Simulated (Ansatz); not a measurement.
fcc Pt (0 0 1) on zinc-blende GaAs (0 0 1) (film strained to the substrate, faces as cut)

A periodic stack without vacuum, fcc Pt (0 0 1) on zinc-blende GaAs (0 0 1) (film strained to the substrate, faces as cut): substrate slab As5Ga6, film Pt12, surface cells [[1, 0], [1, 1]] and [[0, -1], [2, 1]], film strained by +2.3 and +2.3 %, faces Ga/Ga and Pt/Pt as cut (like faces can put a slab off its formula).

The start was prepared with a machine-learned potential, and the result is one local minimum, with the in-plane cell held and forces under 0.04 eV/Å; the film can end far from its bulk form.

Level of theory: PBE (plane waves to 420 eV, PAW; Ansatz, a program for electronic structure). Spin–orbit coupling is left out; the runs are not spin-polarised; PBE gaps are too small against experiment. Its k-point mesh 8×8×1, Fermi–Dirac width 0.05 eV.

```
Quantity                                                                                                                                                                               Value
--------------------------------------------------------------------------------  ----------------------------------------------------------------------------------------------------------
interface area                                                                                                                                                                       16.5 Å²
period                                                                                                                                                                               27.39 Å
gaps between the outermost planes at the two interfaces                                                                                                                      1.60 and 1.60 Å
Ga–Pt contacts across the interfaces within 1.22 times the sum of covalent radii                                                                                              8, mean 2.60 Å
estimate of the barrier                                                           withheld, since the Fermi level falls at or inside a band of the host, which a slab this thin can't settle
```

```xyz
23
Lattice="4.0614 0.0017 0.1242 0.0017 4.0608 -0.1487 -0.8226 -1.0423 27.4370" Properties=species:S:1:pos:R:3 pbc="T T T"
As     0.1602     1.3464     2.1285
As    -0.0073     1.5569     7.8718
As     2.1123    -0.5778     5.1355
As    -0.1838     1.7601    13.6098
As     1.9340    -0.3668    10.8809
Ga     0.1252    -0.6307     3.6323
Ga     2.2329     1.2883     0.6868
Ga    -0.0523    -0.4206     9.3833
Ga     2.0674     1.5057     6.4960
Ga    -0.2337    -0.2186    15.1866
Ga     1.8914     1.7163    12.2457
Pt     3.7209    -0.0888    18.8952
Pt     1.6907     1.9409    18.7655
Pt     1.7504    -0.1594    16.8448
Pt     3.7815     1.8724    16.8740
Pt    -0.4570     0.0489    22.5800
Pt     1.5748     2.0791    22.5359
Pt     1.6315    -0.0199    20.7479
Pt     3.6632     2.0115    20.7234
Pt    -0.5729     0.1895    26.4172
Pt     1.4576     2.2204    26.4546
Pt     1.5155     0.1191    24.5269
Pt    -0.5143     2.1485    24.3998
```
